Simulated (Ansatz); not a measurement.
**TiSi2, response to strain**

The reference is TiSi2 (space group Fddd, No. 70; a = 4.779 Å, b = 8.230 Å, c = 8.521 Å). Axes: x, y, z lie along a, b, c of the conventional cell.

Strains are applied to the cell and any free atomic positions relax; under biaxial strain the out-of-plane vector relaxes too.

The values are results of r2SCAN in Ansatz (plane waves to 500 eV, PAW, no spin-orbit coupling), not measurements.

Notes on the quantities. energy relative to the base: free energy F; pressure: mean of the normal stresses, compression positive.

```json
[
 {"change": "base", "energy relative to the base": "0 meV/atom", "pressure": "0.0 GPa", "volume per atom": "13.96 Å³"},
 {"change": "biaxial strain −4.81 %, plane normal [001], relaxed out of plane", "energy relative to the base": "+81 meV/atom", "pressure": "14.5 GPa", "volume per atom": "12.81 Å³"},
 {"change": "biaxial strain +2.23 %, plane normal [001], relaxed out of plane", "energy relative to the base": "+13 meV/atom", "pressure": "-4.4 GPa", "volume per atom": "14.51 Å³"},
 {"change": "biaxial strain +3.56 %, plane normal [001], relaxed out of plane", "energy relative to the base": "___", "pressure": "___", "volume per atom": "___"},
 {"change": "biaxial strain +4.91 %, plane normal [001], relaxed out of plane", "energy relative to the base": "+60 meV/atom", "pressure": "-8.3 GPa", "volume per atom": "15.17 Å³"},
 {"change": "isotropic strain +0.86 %", "energy relative to the base": "+4.3 meV/atom", "pressure": "-3.7 GPa", "volume per atom": "14.33 Å³"},
 {"change": "isotropic strain +2.66 %", "energy relative to the base": "+38 meV/atom", "pressure": "-10.0 GPa", "volume per atom": "15.11 Å³"},
 {"change": "uniaxial strain ε_zz = +0.80 %", "energy relative to the base": "+1.1 meV/atom", "pressure": "-1.4 GPa", "volume per atom": "14.07 Å³"},
 {"change": "tensor shear ε_yz = −0.28 %", "energy relative to the base": "+0.1 meV/atom", "pressure": "0.0 GPa", "volume per atom": "13.96 Å³"}
]
```

What belongs in the blanks?


- biaxial strain +3.56 %, plane normal [001], relaxed out of plane, energy relative to the base: +33 meV/atom
- biaxial strain +3.56 %, plane normal [001], relaxed out of plane, pressure: -6.5 GPa
- biaxial strain +3.56 %, plane normal [001], relaxed out of plane, volume per atom: 14.84 Å³

Without a gap, meshes like the base's 13×13×13 leave anisotropic stresses uncertain by several tenths of a GPa, and small strain energies with them. Stability against distortions was not tested. The final runs are not spin-polarised.

Ansatz is a quantum-chemistry and plane-wave program.
